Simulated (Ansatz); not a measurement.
An Ansatz (an electronic-structure program) input (Kohn–Sham DFT with the r2SCAN functional, run in Ansatz with PAW and 500 eV plane waves, spin-orbit coupling left out):

Ansatz 0.2 input:
```yaml
crystal:
  lattice:
    - [3.093573425, 0, 0]
    - [-1.5467867125, 2.6791131745, 0]
    - [0, 0, 15.1808414726]
  atoms:
    - { symbol: Si, position: [0, 0, 0.9998203647] }
    - { symbol: Si, position: [0, 0, 0.4998203647] }
    - { symbol: Si, position: [0.6666666667, 0.3333333333, 0.8330858953] }
    - { symbol: Si, position: [0.3333333333, 0.6666666667, 0.3330858953] }
    - { symbol: Si, position: [0.6666666667, 0.3333333333, 0.1666026641] }
    - { symbol: Si, position: [0.3333333333, 0.6666666667, 0.6666026641] }
    - { symbol: C, position: [0, 0, 0.8744653512] }
    - { symbol: C, position: [0, 0, 0.3744653512] }
    - { symbol: C, position: [0.6666666667, 0.3333333333, 0.7080974592] }
    - { symbol: C, position: [0.3333333333, 0.6666666667, 0.2080974592] }
    - { symbol: C, position: [0.6666666667, 0.3333333333, 0.0416282655] }
    - { symbol: C, position: [0.3333333333, 0.6666666667, 0.5416282655] }
basis: { ecutwfc: 500, ecutrho_ratio: 4, xc_grid: 4, fft_grid_basis: typed }
kpoints: { mp_grid: { grid: [10, 10, 2] } }
hamiltonian:
  xc: r2scan
  dispersion: none
  pseudopotentials: { kind: paw }
scf: { occupations: { method: fermi_dirac, width: 0.05 }, convergence: { dr2_threshold: 0.0000000012 } }
relax: { f_tol: 0.005, max_steps: 50 }
output: { forces: true, stress: true }
checkpoint: { write: state.ck, write_every: 1000 }
```

**Question.** Which symmetry and how many k-points will the program report, and about how many plane waves at Γ?

**Answer.** Space group P63mc (ITA 186) with 12 operations, k-points 28 of 200, and 3211 plane waves at Γ.

**Question.** And the final pressure?

**Answer.** -3.24 GPa (compression positive).

The cells carry an imposed strain or load. No phonon test of stability was made. The cell was made from SiC (space group P6_3mc, No. 186) by this change: isotropic strain +0.49 %.
